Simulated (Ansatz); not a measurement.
Take a 28-atom supercell of C in the graphite type structure (space group P6_3/mmc, No. 194; a = 2.458 Å, c = 6.563 Å; layered, stacked along the Cartesian z axis) at its relaxed geometry as the base.

The values are results of Kohn–Sham DFT with the PBEsol-D3(BJ) functional, run in Ansatz (a quantum-chemistry and plane-wave program) with PAW and 420 eV plane waves, scalar-relativistic without spin-orbit coupling, not measurements.

Before the change:

The mean distance from the defect site to its nearest host atoms is 2.68 bohr and the pressure comes out as 0.0 GPa.

Perturbation: a neutral C vacancy, atoms relaxed at fixed cell, starting from a slightly rattled geometry.

Task: How does this affect the mean distance from the defect site to its nearest host atoms, formation energy, largest displacement of a host atom from its site in the perfect cell and pressure?

Result: The mean distance from the defect site to its nearest host atoms hardly moves (2.68 bohr against 2.70 bohr); the formation energy E(defect cell) − (N_defect/N_perfect) E(perfect cell), N the atom counts comes out as 8.2 eV; the largest displacement of a host atom from its site in the perfect cell comes out as 0.24 Å; the pressure goes from zero to -4.7 GPa.

The cell is small, so the values are those of an ordered compound at a high defect concentration; dilute-limit values will differ. The defect cell is not spin-polarised.
